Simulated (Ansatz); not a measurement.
ZnSnN2, pressure series

The reference is ZnSnN$_{2}$ (space group Pna2_1, No. 33).

```xyz
16
Lattice="5.9056 0.0000 0.0000 0.0000 6.8046 0.0000 0.0000 0.0000 5.5372" Properties=species:S:1:pos:R:3 pbc="T T T"
Zn     3.4428     5.9539     5.5313
Zn     2.4628     0.8507     2.7627
Zn     5.4156     2.5516     2.7627
Zn     0.4900     4.2530     5.5313
Sn     3.4689     2.5518     5.5335
Sn     2.4368     4.2527     2.7649
Sn     5.3896     5.9541     2.7649
Sn     0.5160     0.8504     5.5335
N      3.4400     2.5450     2.0946
N      2.4656     4.2596     4.8632
N      5.4185     5.9472     4.8632
N      0.4872     0.8573     2.0946
N      3.4269     5.9613     2.0679
N      2.4787     0.8432     4.8365
N      5.4315     2.5590     4.8365
N      0.4741     4.2455     2.0679
```

Cell and atoms are relaxed at each pressure.

Levels (all Ansatz, a quantum-chemistry and plane-wave program, PAW): PBE (420 eV, no spin-orbit coupling); PBEsol (420 eV, no SOC).

The base cell above is that of PBE; each level relaxes its own structures.

```csv
case,"volume per atom, PBE","volume per atom, PBEsol"
pressure −2 GPa,14.13 Å³,13.57 Å³
pressure −1 GPa,14.01 Å³,13.47 Å³
pressure 0.3 GPa,13.88 Å³,13.35 Å³
pressure 0.7 GPa,13.84 Å³,13.32 Å³
pressure 1.5 GPa,13.75 Å³,13.25 Å³
pressure 3 GPa,13.61 Å³,?
pressure 5 GPa,13.43 Å³,?
pressure 7.5 GPa,13.22 Å³,?
pressure 10 GPa,13.03 Å³,?
```

### Question
What belongs in the blanks?

### Answer

- pressure 3 GPa, volume per atom, PBEsol: 13.12 Å³
- pressure 5 GPa, volume per atom, PBEsol: 12.96 Å³
- pressure 7.5 GPa, volume per atom, PBEsol: 12.78 Å³
- pressure 10 GPa, volume per atom, PBEsol: 12.61 Å³

PBE lies above PBEsol in every row, by 0.42 Å³ to 0.56 Å³. They put the cases in the same order.

Load acts through the strain it causes; cell and atoms are relaxed under it. No phonon test of stability was made. Competing high-pressure phases were not computed.
